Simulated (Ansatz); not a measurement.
**Migration barriers: interstitial N in fcc Al, neutral cell**

Consider interstitial N in fcc Al, neutral cell. The numbers are results of PBE, PAW (plane waves to 420 eV; Ansatz, a first-principles code), not measurements.

Settings: 32 host sites, the relaxed PBE lattice, a 3×3×3 k-point mesh shifted by half a step, smearing 0.10 eV, spin-restricted, no image-charge correction. No zero-point or tunnelling terms. Sites that were not tried may lie lower.

Barriers: single points on a 5×5×5 k-point mesh shifted by half a step at the bands' geometries.

```tsv
Route	Start site over the lowest site run (eV)	Hop (Å)	Forward barrier (eV)	Backward barrier (eV)	Neighbours at the start	Neighbours at the saddle	Saddle order	Forward, on the band's own sampling (eV)
N moves alone to another site	0.00	1.75	0.91	0.17	4 Al at 1.87 Å	2 Al at 1.86, Al at 1.91, Al at 2.29 Å	first order	0.87
```

Paths come from nudged elastic bands with a climbing image.  

The whole set of runs took very roughly 1.9 core-hours.
